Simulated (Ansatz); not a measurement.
Ga (Cmcm, No. 63, 4 atoms in the cell; start mp-1067880; another form than the element's usual one), treated with PBEsol (Ansatz, an electronic-structure program, PAW).

Numerical settings: plane-wave cutoff 520 eV, 14×14×12 k mesh (along the axes of the cell as run), Fermi–Dirac smearing 0.05 eV, scalar-relativistic PAW data made under PBE.

Cell (relaxed at this level):

Space group Cmcm (No. 63); a = 7.6658 Å, b = 4.5766 Å, c = 4.5276 Å, α = β = γ = 90.00°

```json
[
 {"atom": "Ga", "site": "8g", "symmetry": "..m", "x": "0.1619", "y": "0.1729", "z": "0.2500"}
]
```
(The calculation used a cell of 4 atoms; values per cell refer to that cell.)

### Question
What does this level give for the bulk modulus B0?

### Answer

- bulk modulus B0: 51.9 GPa

The run finds no gap.

Note: the bulk modulus is −V dP/dV from two relaxed cells at ±2 % in volume; the relaxation could not lower the start's symmetry, so the cell can be a saddle point above a distorted one.

Static lattice: no zero-point or thermal effects.

Cost on a shared machine: very roughly 4 core-minutes.

A start named mp-… is a Materials Project structure, which need not be a measured phase.
